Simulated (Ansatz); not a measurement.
Output of an Ansatz run (abridged):

```
WARN the atoms were moved onto the symmetric positions of the space group found under crystal.symmetry.tolerance 1.0e-5 (fractional …
WARN ansatz: RAYON_NUM_THREADS=1 ignored (pool sized by the plan → 1); use --threads N
Pseudopotentials: kind: paw
Pseudopotential: Hg, paw, valence charge 20
Pseudopotential: Te, paw, valence charge 16
Crystal: 6 atoms, lattice volume = 198.587 Å³
Basis set: ecut = 420.4159175005146 eV, 3857 PW (Γ)
Bands: 65, of which v1, the nominal top of the filled ones, is band 54 counted from 1 (53 counted from 0)
Symmetry: 6 space group operations
Space group: P3121 (ITA 152), of the structure as read, at distance tolerance 5.8e-5 Å
k-points: 17 of 108 (time reversal used)
PAW frozen core: Hg, regenerated for the run's functional, and the local potential with it
PAW frozen core: Te, regenerated for the run's functional, and the local potential with it
Initial density: superposition of atomic densities (neutral atoms: chi_scale 0, normalization atom), corrected by the library's trained network
Initial wavefunctions: pseudopotential atomic-orbital guess
Eigensolver: davidson
Functional: x = slater, c = lda
SCF iter   1: F=—  HF=-61049.134615 eV  |F-HF|=—  |Δ(HF+E_count)|=         —  Δρ=4.10e-3  dr2=1.61e-2  ethr=1.77e-3  ⟨swp⟩=6.6  Hψ=4338  notcnv=0  defer=9
all-band conjugate gradients solve this SCF's bands
preconditioner: auto → Resta (q_TF=auto, 2.465 Å⁻¹)
SCF iter   2: F=—  HF=-61049.130172 eV  |F-HF|=—  |Δ(HF+E_count)|=   4.44e-3  Δρ=2.03e-3  dr2=3.61e-3  ethr=1.49e-5  ⟨swp⟩=3.1  Hψ=2244  notcnv=0  defer=79
SCF iter   3: F=—  HF=-61049.129555 eV  |F-HF|=—  |Δ(HF+E_count)|=   6.17e-4  Δρ=4.97e-4  dr2=3.65e-4  ethr=3.34e-6  ⟨swp⟩=2.9  Hψ=1759  notcnv=0  defer=79
SCF iter   4: F=—  HF=-61049.129568 eV  |F-HF|=—  |Δ(HF+E_count)|=   1.31e-5  Δρ=1.03e-4  dr2=3.59e-5  ethr=3.38e-7  ⟨swp⟩=1.7  Hψ=1422  notcnv=0  defer=79
SCF iter   5: F=—  HF=-61049.129740 eV  |F-HF|=—  |Δ(HF+E_count)|=   1.72e-4  Δρ=3.89e-5  dr2=3.34e-6  ethr=3.33e-8  ⟨swp⟩=2.3  Hψ=1550  notcnv=0  defer=79
SCF iter   6: F=—  HF=-61049.129741 eV  |F-HF|=—  |Δ(HF+E_count)|=   7.58e-7  Δρ=8.10e-6  dr2=1.74e-7  ethr=3.09e-9  ⟨swp⟩=2.6  Hψ=1695  notcnv=0  defer=79
SCF iter   7: F=-61049.129741 eV  HF=-61049.129741 eV  |F-HF|=1.11e-9  |Δ(HF+E_count)|=   3.08e-8  Δρ=2.21e-6  dr2=1.53e-8  ethr=9.26e-11  ⟨swp⟩=10.1  Hψ=4784  notcnv=0
SCF 1 converged in 7 iterations: F = -61049.129741 eV  dr2 = 1.53e-8
SCF converged after 7 iterations
Free energy (F): -61049.129741 eV
Harris-Foulkes:  -61049.129741 eV  (|F-HF|=1.11e-9)
Internal energy: -61049.129741 eV  (E = F + TS)
E sigma→0 (E₀):  -61049.129741 eV
Entropy (-TS):   -0.000000 eV (-0.000 meV/atom)
Fermi energy:    8.785223 eV
--- Per-component energies (eV) ---
  E_band       = -2312.029571
  E_kinetic    = 2352.816483
  E_local      = -13573.008706  (includes V_loc(G=0)·N_el)
  E_nonlocal   = -673.072824
  E_hartree    = 6584.250900
  E_xc         = -1024.923626
  E_vxc        = -1096.022724  (∫ρ·V_xc dr)
  E_paw        = -42495.872459  (= ΣΔE_a)
  E_vpaw       = -2491.254190  (= ΣTr[D̂ρ^β])
  E_aug_tail   = 0.001955  (compensation charges beyond the density's cutoff)
  E_ewald      = -12223.085725
  E_core_change = 3.764262  (= ΣΔE_core)
  E_smearing   = -0.000000  (= −TS)
  E_closure    = 0.000000  (closes the sum)
  Σ components = -61049.129741   (vs F -61049.129741, Δ=0.00e0)
--- Forces (eV/Å), atoms counted from 1 ---
  atom   1  Hg     0.00954652     0.01653506     0.00000000
  atom   2  Hg    -0.01909304    -0.00000000    -0.00000000
  atom   3  Hg     0.00954652    -0.01653506    -0.00000000
  atom   4  Te     0.10605342     0.18368993     0.00000000
  atom   5  Te    -0.21210685    -0.00000001     0.00000000
  atom   6  Te     0.10605344    -0.18368992     0.00000000
  max |Σ_I F_I| component: 5.55e-17 eV/Å
--- Stress (GPa, compression-positive) ---
       -3.537983      -0.000000      -0.000000
       -0.000000      -3.537983      -0.000000
       -0.000000      -0.000000      -4.087193
  P = ⅓ Tr σ = -3.7211 GPa (-37.211 kbar)
  The stress holds the Pulay correction. Without it, at fixed plane waves, as pw.x and ABINIT print it: P = -3.7532 GPa
--- Band table (eV; the first three rows and the last of 17) ---
  k-point 0: bands = ["-106.3843", "-106.3843", "-106.3843", "-54.7686", "-54.7686", "-54.7686", "-54.6351", "-54.6351", "-54.6351", "-54.6266", "-54.6266", "-54.6265", "-28.0183", "-28.0183", "-28.0173", "-28.0140", "-28.0139", "-28.0139", [...]
  k-point 1: bands = ["-106.3843", "-106.3843", "-106.3843", "-54.7687", "-54.7686", "-54.7686", "-54.6351", "-54.6351", "-54.6350", "-54.6266", "-54.6266", "-54.6266", "-28.0186", "-28.0179", "-28.0175", "-28.0140", "-28.0139", "-28.0139", [...]
  k-point 2: bands = ["-106.3843", "-106.3843", "-106.3843", "-54.7687", "-54.7686", "-54.7686", "-54.6351", "-54.6351", "-54.6351", "-54.6266", "-54.6266", "-54.6265", "-28.0184", "-28.0183", "-28.0172", "-28.0140", "-28.0138", "-28.0138", [...]
  k-point 16: bands = ["-106.3843", "-106.3843", "-106.3843", "-54.7687", "-54.7686", "-54.7686", "-54.6351", "-54.6351", "-54.6351", "-54.6266", "-54.6266", "-54.6266", "-28.0190", "-28.0178", "-28.0171", "-28.0140", "-28.0138", "-28.0136", [...]
```

The structure:

```xyz
6
Lattice="4.6787 0.0000 0.0000 -2.3394 4.0519 0.0000 0.0000 0.0000 10.4753" Properties=species:S:1:pos:R:3 pbc="T T T"
Hg     0.7396     1.2810     0.0000
Hg     3.1996     0.0000     3.4918
Hg    -1.5998     2.7709     6.9835
Te     1.1359     1.9675     5.2377
Te     2.4069     0.0000     8.7294
Te    -1.2034     2.0844     1.7459
```

Q: Reconstruct the input of this run.

A: Other spellings and defaults could give the same log, and not every line can be read from it. The input that was run (DFT, LDA (PW92), plane waves, default PAW files made with PBE):

Ansatz 0.2 input:
```yaml
crystal:
  lattice:
    - [4.678717, 0.000000, 0.000000]
    - [-2.339359, 4.051888, 0.000000]
    - [0.000000, 0.000000, 10.475306]
  atoms:
    - { symbol: Hg, position_ang: [0.739565, 1.280964, 0.000000] }
    - { symbol: Hg, position_ang: [3.199587, 0.000000, 3.491765] }
    - { symbol: Hg, position_ang: [-1.599794, 2.770924, 6.983541] }
    - { symbol: Te, position_ang: [1.135922, 1.967475, 5.237653] }
    - { symbol: Te, position_ang: [2.406872, 0.000000, 8.729418] }
    - { symbol: Te, position_ang: [-1.203436, 2.084413, 1.745888] }
basis:
  ecutwfc: 30.9 Ry
kpoints:
  mp_grid: { grid: [6, 6, 3] }
hamiltonian:
  xc: lda
  pseudopotentials: { kind: paw }
scf:
  occupations: { method: fermi_dirac, width: 0.0015 Ry }
output:
  forces: true
  eigenvalues: true
  stress: true
```

The starting cell comes from a database of computed structures (which also holds hypothetical and non-ambient phases and stackings), without a prior relaxation at this level. Its lattice was rescaled by up to half a per cent. Spin-orbit coupling is off. With a pressure of about -4 GPa the cell is away from its equilibrium volume at this level. Ansatz's pressure includes its estimate of the finite-basis (Pulay) stress.

Ansatz is a first-principles code.
